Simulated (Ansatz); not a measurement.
Take C in the graphite type structure (space group P6_3/mmc, No. 194; a = 2.4583 Å, c = 6.5635 Å; layered, stacked along the Cartesian z axis) as the base. Axes: x lies along a and z along c of the hexagonal cell.

Calculations: Kohn–Sham DFT with the PBEsol-D3(BJ) functional, run in Ansatz (a quantum-chemistry and plane-wave program) with PAW and 420 eV plane waves, spin-orbit coupling left out.

For the base:

```
Property                        Result
-----------------------------  -------
Shortest interatomic distance  1.419 Å
Pressure                       0.0 GPa
```

The change: uniaxial strain ε_xx = +1.01 %, all other strain components held at zero; the atoms relax in the strained cell.

**Question.** Predict the new largest internal atomic displacement.

**Answer.** The largest internal atomic displacement comes out as 0.013 Å.

**Question.** How does this affect the shortest interatomic distance?

**Answer.** The shortest interatomic distance increases by 0.002 Å (1.419 Å → 1.421 Å).

**Question.** What does the calculation give for the pressure after the change?

**Answer.** The pressure (mean of the normal stresses, compression positive) goes from zero to -4.4 GPa.

The mesh was chosen for an insulator and is coarse for the gapless case. Whether these cells are dynamically stable was not tested.
